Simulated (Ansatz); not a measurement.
Hypothetical zinc blende KCl: element substitutions

The reference is KCl in the zinc blende structure (space group F-43m, No. 216; a hypothetical phase, not in the database extracts checked).

```
KCl
1.0
    0.00000     3.53444     3.53444
    3.53444     0.00000     3.53444
    3.53444     3.53444     0.00000
Cl K
1 1
Direct
  0.75000   0.75000   0.75000
  0.00000   0.00000   0.00000
```

Each row replaces one element on all its sites; cell and atoms are relaxed.

The values are results of Ansatz (a first-principles code) PBE, spin-orbit coupling left out, not measurements.

| case | width of the top valence band | gap character | density |
|---|---|---|---|
| base | 0.03 eV | indirect, X → Γ | 1.40 g/cm³ |
| K → Cs | 0.22 eV | ___ | ___ |
| K → Li | ___ | direct at Γ | ___ |
| Cl → Br | 0.03 eV | indirect, L → Γ | 1.92 g/cm³ |
| Cl → I | 0.07 eV | direct at Γ | 2.16 g/cm³ |

**Question.** What belongs in the blanks?

**Answer.** 
- K → Cs, gap character: indirect, W → Γ
- K → Cs, density: 2.34 g/cm³
- K → Li, width of the top valence band: 0.94 eV
- K → Li, density: 1.68 g/cm³

Spin-orbit coupling, missing from the scalar runs, can matter with I. No phonon test of stability was made. As relaxed here, CsCl, LiCl, KBr and KI are hypothetical phases, not in the database extracts checked.
